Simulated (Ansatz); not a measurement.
## How the equilibrium lattice constant a of MgO (model structure, started from the cinnabar type, Fm-3m, No. 225, 6 atoms in the cell) moves with the method

No measured value is used here.

| level (code) | value (Å) |
|---|---|
| PBE (Ansatz) | (withheld) |
| PBEsol (Ansatz) | 4.214 |
| PBE-D3(BJ) (Ansatz) | 4.208 |

Problem. What belongs in the gaps?

Solution. 
- PBE (Ansatz, a program for electronic structure), value (Å): 4.254

Ansatz's density-functional and Hartree–Fock values are scalar-relativistic unless marked +SOC, with PAW data made under PBE.

A model structure was made by putting elements into a prototype or built by hand; here it ended with the formula and space group of a phase in our tables.
